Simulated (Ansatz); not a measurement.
## K interstitial in alpha quartz

Level of theory: PBE, PAW (plane waves to 420 eV; Ansatz, a quantum-chemistry and plane-wave program). The supercell holds 243 host sites (3×3×3 repeats of a cell of 9 atoms), with a Γ-point k-point sampling for the final energies. Site at the start: void with 4O nearest, no. 2. Energies of charged states are corrected for periodic images (point charge plus alignment at distant sites). Dielectric constants: PBE linear response of the host. Host gap at this level: 5.68 eV. Finite-size and sampling errors can reach tenths of an eV here. Levels are measured in PBE's own, too narrow, gap. Spin–orbit coupling is left out. Each state is the lowest found from its start.

The name describes the start; the neighbours show where the atoms ended.

Charges with a result: +1, 0. Others weren't obtained, and one of them could lie lower, also by skipping a charge.

| charge | moment (μB) | point group | largest move off a lattice site (Å) | neighbours of the last K atom of the defect at the end (Å) | image correction with alignment (eV) |
|---|---|---|---|---|---|
| +1 | not spin-polarised | C2 | 0.65 | O 2.44, O 2.44, O 2.58, O 2.58, O 2.73, O 2.73 | 0.37 |
| 0* | quenched | – | 0.64 | O 2.44, O 2.44, O 2.59, O 2.59, O 2.72, O 2.72 | – |

* At this level the carrier isn't localised at the defect: at charge 0 electrons occupy the conduction band. Such a state is shallow or no state of the defect, and this cell gives it no level.

Point groups are those of the whole cell at tolerances of 0.03 and 0.1 Å ("near" where only the looser one holds); none is given for unsettled states.

Starting moments that weren't kept: charge 0 began with 1 μB and ended with 0.0.

Flagged in the runs: a host whose relaxation on this sampling wasn't shown to rest, a strain field that reaches the edge of the cell, zone-centre sampling.
